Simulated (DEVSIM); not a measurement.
Device: GaN n+/n-/n+ resistor, at 300 K.

| layer (left to right) | material | thickness (μm) | Nd (cm⁻³) | τn (s) | τp (s) |
|---|---|---|---|---|---|
| 1 | GaN | 0.160 | 4.9e17 | 2.5e-8 | 2.5e-8 |
| 2 | GaN | 0.200 | 2.2e14 | 2.5e-8 | 2.5e-8 |
| 3 | GaN | 0.520 | 4.2e17 | 2.5e-8 | 2.5e-8 |

Left contact: ohmic. Right contact: ohmic. Voltage is applied to the left contact. Recombination: SRH at mid-gap, radiative. Mobility is μmin + (μ − μmin)/(1 + (N/Nref)^α).

The device is made up for the run: typed textbook-type constants, with dimensions and the other settings drawn at random. Values at 300 K.

| parameter | GaN |
|---|---|
| gap (eV) | 3.43 |
| affinity (eV) | 4.1 |
| permittivity | 9.5 |
| Nc (cm⁻³) | 2.3e18 |
| Nv (cm⁻³) | 4.6e19 |
| μn (cm²/Vs) | 1200 |
| μp (cm²/Vs) | 100 |
| μn,min | 55 |
| μp,min | 3 |
| Nref,n | 2e17 |
| Nref,p | 3e17 |
| αn | 1 |
| αp | 2 |
| B (cm³/s) | 1e-11 |

Model (solved in DEVSIM): 1D drift-diffusion, Boltzmann statistics, complete ionisation; no tunnelling, impact ionisation, image-force lowering or self-heating.

Task: Give the dark forward current.

Result: 
(V (V), J (A/cm²)): (0.05, 3800); (0.10, 7700); (0.20, 16000); (0.25, 21000); (0.35, 31000); (0.40, 37000); (0.50, 48000); (0.55, 55000); (0.65, 68000); (0.70, 74000); (0.75, 81000); (0.85, 96000); (0.90, 100000); (1.00, 120000); (1.05, 130000); (1.15, 140000); (1.20, 150000); (1.30, 170000); (1.35, 180000); (1.40, 180000); (1.50, 200000); (1.55, 210000); (1.65, 230000); (1.70, 240000); (1.80, 260000); (1.85, 270000); (1.95, 290000); (2.00, 300000)
